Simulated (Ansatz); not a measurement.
Candidates (primitive cells; geometry: cell and atoms relaxed with PBEsol):
A. Si (Fd-3m), a = 3.8421 Å, b = 3.8421 Å, c = 3.8421 Å, α = 60.00°, β = 60.00°, γ = 60.00°
B. FeAs₂ (Pnnm), a = 5.2433 Å, b = 5.9054 Å, c = 2.8408 Å, α = β = γ = 90.00°
C. GaP (F-43m), a = b = c = 3.846 Å, α = β = γ = 60.00°
D. AlN (P6_3mc), a = b = 3.1136 Å, c = 4.9833 Å, α = β = 90.00°, γ = 120.00°
E. VCu₃S₄ (P-43m), a = 5.3174 Å, b = 5.3174 Å, c = 5.3174 Å, α = 90.00°, β = 90.00°, γ = 90.00°

Question: Rank these by band gap (lowest first), as Ansatz (an electronic-structure program) with r2SCAN, rigid bands gives it.

Answer: B (0.52 eV), A (0.76 eV), E (1.22 eV), C (1.84 eV), D (4.81 eV)

Spin-orbit coupling is left out.

Formula and space group known from diffraction (Crystallography Open Database), not checked to be the room-temperature form: FeAs2 (Pnnm), VCu3S4 (P-43m). Treated as nonmagnetic, magnetic states not searched for: FeAs2 (Pnnm), VCu3S4 (P-43m).
